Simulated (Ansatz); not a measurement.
## CdS in the zinc blende structure (space group F-43m, No. 216)

```
CELL_PARAMETERS angstrom
      0.00000     2.93884     2.93884
      2.93884     0.00000     2.93884
      2.93884     2.93884     0.00000
ATOMIC_POSITIONS crystal
  Cd 0.00000 0.00000 0.00000
  S  0.25000 0.25000 0.25000
```

The values are results of r2SCAN in Ansatz (plane waves to 500 eV, PAW, spin-orbit coupling left out), not measurements. Γ-centred 10×10×10 mesh, Fermi–Dirac width 0.05 eV.

| Quantity | Result |
|---|---|
| Volume per atom | 25.38 Å³ |
| Density | 4.73 g/cm³ |
| Band gap | 1.54 eV, direct at Γ |
| Electron mass | 0.15 mₑ |
| Hole mass (degenerate bands, along [100]) | 0.16, 0.78, 0.78 mₑ |
| Lowest conduction-band minima above the VBM | Γ 1.54 eV |
| Total energy | -4587.805 eV/atom (σ→0; compares only within this code and set-up) |

Effective masses come from finite differences of ±0.01 Å⁻¹. No phonon test of stability was made.

Ansatz is a program for electronic structure.
